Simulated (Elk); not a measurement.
## Worked example: self-consistent single point of Cr (Im-3m, 1 atom in the cell) in Elk

Level of theory: PBE, all-electron FP-LAPW, Elk's shipped species files, APW+lo basis with extra local orbitals run with Elk 10.2.4.

The input file:

```
tasks
  0

xctype
  20

spinpol
  .true.

reducebf
  0.7

rgkmax
  8.0

gmaxvr
  16.0

nxlo
  2

lorbcnd
  .true.

rmtscf
  0.91

lmaxi
  2

nempty
  12

swidth
  0.00367493

maxscl
  100

scale
  4.642567395

avec
   -0.5773502692    0.5773502692    0.5773502692
    0.5773502692   -0.5773502692    0.5773502692
    0.5773502692    0.5773502692   -0.5773502692

sppath
  'species/'

atoms
  1
  'Cr.in'
  1
  0.0000000000  0.0000000000  0.0000000000    0.0 0.0 -1.5

ngridk
  13 13 13
```

Output (repeated stretches shortened):

```
│ Elk code version 10.2.4 │

All units are atomic (Hartree, Bohr, etc.)

│ Ground-state run starting from atomic densities │

Lattice vectors :
  -2.680387535       2.680387535       2.680387535
   2.680387535      -2.680387535       2.680387535
   2.680387535       2.680387535      -2.680387535

Unit cell volume      :    77.02873403
Brillouin zone volume :    3.220229653

Muffin-tin inner radius fraction :   0.1000000000E-01

Nuclei treated as point charges

Species :    1 (Cr)
 parameters loaded from : Cr.in
 name : chromium
 nuclear charge    :   -24.00000000
 electronic charge :    24.00000000
 atomic mass :    94783.09194
 muffin-tin radius :    2.184000000
 number of radial points in muffin-tin :    497
 atomic positions (lattice), magnetic fields (Cartesian) :
   1 :   0.00000000  0.00000000  0.00000000    0.00000000  0.00000000 -1.50000000

Total number of atoms per unit cell :    1

Spin treatment :
 spin-polarised
 global magnetic field (Cartesian) :    0.000000000       0.000000000       0.000000000
 collinear magnetisation in z-direction

Number of Bravais lattice symmetries :   48
Number of crystal symmetries         :   48
Crystal has inversion symmetry
Real symmetric eigensolver will be used

k-point grid :     13    13    13
k-point offset :    0.000000000       0.000000000       0.000000000
k-point set is reduced with full crystal symmetry group
Total number of k-points :       84

Muffin-tin radius times maximum |G+k| :    8.000000000
 using average radius
Maximum |G+k| for APW functions       :    3.663003663
Maximum (1/2)|G+k|²                   :    6.708797918
Maximum |G| for potential and density :    16.00000000
 potential will be trimmed for |G| > 2 gkmax
Constant for pseudocharge density :    9
Radial integration step length :    4

G-vector grid sizes :     24    24    24
Number of G-vectors :     5425

Maximum angular momentum used for
 APW functions                      :    8
 outer part of muffin-tin           :    6
 inner part of muffin-tin           :    2

Total nuclear charge    :   -24.00000000
Total core charge       :    10.00000000
Total valence charge    :    14.00000000
Total excess charge     :    0.000000000
Total electronic charge :    24.00000000

Effective Wigner radius, rₛ :   0.9150629462

Number of empty states         :   12
Total number of valence states :   38
Total number of core states    :   10

Conduction state local-orbitals added automatically
Total number of local-orbitals :   83

Exchange-correlation functional :     20     0     0
 Perdew-Burke-Ernzerhof, Phys. Rev. Lett. 77, 3865 (1996)
 gradient requirement :    1
 generalised gradient approximation (GGA)

Smearing type :    3
 Fermi-Dirac
Smearing width :   0.3674930000E-02
Effective electronic temperature (K) :    1160.451112

Mixing type :    3
 Broyden mixing, J. Phys. A: Math. Gen. 17, L317 (1984)

Kohn-Sham potential initialised from atomic data
│ Self-consistent loop started │
│ Loop number : 1 │
 total energy                :     -1044.40594505
 total moment                :   0.6153940616
│ Loop number : 2 │
 total energy                :     -1044.64520213
 total moment                :   0.6168024261
RMS change in Kohn-Sham potential (target) :    3.502095351     (  0.1000000000E-05)
Absolute change in total energy (target)   :   0.2392570819     (  0.1000000000E-03)
│ Loop number : 3 │
 total energy                :     -1045.26178487
 total moment                :   0.2347135276
RMS change in Kohn-Sham potential (target) :    2.720427801     (  0.1000000000E-05)
Absolute change in total energy (target)   :   0.6763970115     (  0.1000000000E-03)
│ Loop number : 4 │
 total energy                :     -1049.62863375
 total moment                :  -0.2367900529
RMS change in Kohn-Sham potential (target) :    1.039098996     (  0.1000000000E-05)
Absolute change in total energy (target)   :    4.535948126     (  0.1000000000E-03)
│ Loop number : 5 │
 total energy                :     -1050.56955239
   [... lines left out ...]
RMS change in Kohn-Sham potential (target) :   0.4115926308E-05 (  0.1000000000E-05)
Absolute change in total energy (target)   :   0.3343593835E-04 (  0.1000000000E-03)
│ Loop number : 18 │
 total energy                :     -1050.94283175
 total moment                :   0.1989155466E-03
RMS change in Kohn-Sham potential (target) :   0.2070267115E-05 (  0.1000000000E-05)
Absolute change in total energy (target)   :   0.1784272627E-04 (  0.1000000000E-03)
│ Loop number : 19 │
 total energy                :     -1050.94280499
 total moment                :   0.1509579572E-03
RMS change in Kohn-Sham potential (target) :   0.1050774210E-05 (  0.1000000000E-05)
Absolute change in total energy (target)   :   0.3121995883E-04 (  0.1000000000E-03)
│ Loop number : 20 │
 total energy                :     -1050.94279447
 total moment                :   0.7119994691E-04
RMS change in Kohn-Sham potential (target) :   0.4679375129E-06 (  0.1000000000E-05)
Absolute change in total energy (target)   :   0.1833120928E-04 (  0.1000000000E-03)
Convergence targets achieved

│ Loop number : 21 │

Energies :
 Fermi                       :     0.443650277787
 sum of eigenvalues          :     -608.934713411
 electron kinetic            :      1062.87868513
 core electron kinetic       :      962.732484036
 Coulomb                     :     -2064.97199289
 Coulomb potential           :     -1608.49819856
 nuclear-nuclear             :     -154.959987292
 electron-nuclear            :     -2211.52581265
 Hartree                     :      301.513807046
 Madelung                    :     -1260.72289362
 xc potential                :     -63.3151999856
 xc effective B-field        :    -0.299617933639E-09
 external B-field            :      0.00000000000
 exchange                    :     -47.7647566107
 correlation                 :     -1.08401455868
 electron entropic           :    -0.717109124129E-03
 total energy                :     -1050.94279604
 (external B-field energy excluded from total)

Density of states at Fermi energy :    14.05839647
 (states/Hartree/unit cell)

Estimated indirect band gap :   0.8975772049E-02
 from k-point     69 to k-point     57
Estimated direct band gap   :   0.2617658038E-01
 at k-point     56

Charges :
 core                        :    10.00000000
 valence                     :    14.00000000
 interstitial                :    1.563681966
 muffin-tins (core leakage)
  species :    1 (Cr)
   atom    1                 :    22.43631803     (  0.2463131921E-09)
 total in muffin-tins        :    22.43631803
 total calculated charge     :    24.00410017
 total charge                :    24.00000000
 error                       :   0.4100167038E-02

Moments :
 interstitial                :  -0.4264136028E-05
 muffin-tins
  species :    1 (Cr)
   atom    1                 :   0.1184589910E-03
 total in muffin-tins        :   0.1184589910E-03
 total moment                :   0.1141948550E-03

│ Self-consistent loop stopped │
```

The run converged in 21 iterations. The count includes the last loop, which Elk runs after its targets are met.

The starting cell was generated: these elements placed on a structure prototype, without a prior relaxation; it need not be a known phase or ordering of this composition. Its lattice was rescaled by a random factor within 2.5 % of one. The starting moments vanished: the run ended non-magnetic, which need not be the lowest state. Values depend on the basis (sphere radii, cutoffs, local orbitals), which need not be converged. The log's line on a gap gives a spacing of levels on this mesh, which the program prints for metals too.
